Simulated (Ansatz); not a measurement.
# ZnO, point defects

The reference is an 8-atom supercell of ZnO in the wurtzite structure (space group P6_3mc, No. 186) at its relaxed geometry.

```xyz
8
Lattice="4.8463 -2.7980 0.0000 1.6154 2.7980 0.0000 0.0000 0.0000 5.2158" Properties=species:S:1:pos:R:3 pbc="T T T"
Zn     1.6154     0.9327     0.0107
Zn     3.2308    -1.8653     0.0107
Zn     4.8463    -0.9327     2.6187
Zn     1.6154    -0.9327     2.6187
O      1.6154     0.9327     3.2502
O      3.2308    -1.8653     3.2502
O      4.8463    -0.9327     0.6423
O      1.6154    -0.9327     0.6423
```

One neutral defect a cell, atoms relaxed at fixed cell.

Calculations: Kohn–Sham DFT with the PBEsol functional, run in Ansatz (an electronic-structure program) with PAW and 420 eV plane waves, without spin-orbit coupling, earlier PAW set.

| variant | largest displacement of a host atom from its site in the perfect cell | pressure |
|---|---|---|
| perfect supercell | – | 0.0 GPa |
| H interstitial (started 2.06 Å from the nearest host atom), symmetric start | 0.11 Å | 3.3 GPa |
| Zn interstitial (started 2.06 Å from the nearest host atom) | 1.69 Å | 14.0 GPa |
| O vacancy, symmetric start | 0.25 Å | -9.5 GPa |
| Zr on a Zn site, symmetric start | 0.29 Å | 12.3 GPa |
| O interstitial (started 1.98 Å from the nearest host atom), symmetric start | 0.34 Å | 9.5 GPa |

Other magnetic orders, which the real material may have, were not ruled out. The cell is small, so the values are those of an ordered compound at a high defect concentration; dilute-limit values will differ. A case with no gap was solved on a k-mesh chosen for an insulator, which is coarse for it. Defects with a symmetric start kept the site's symmetry and may sit on a saddle; the others started slightly shaken. Starting moments died away, wholly or in part, for Zn interstitial (started 2.06 Å from the nearest host atom), O vacancy and Zr on a Zn site; another magnetic solution may exist.
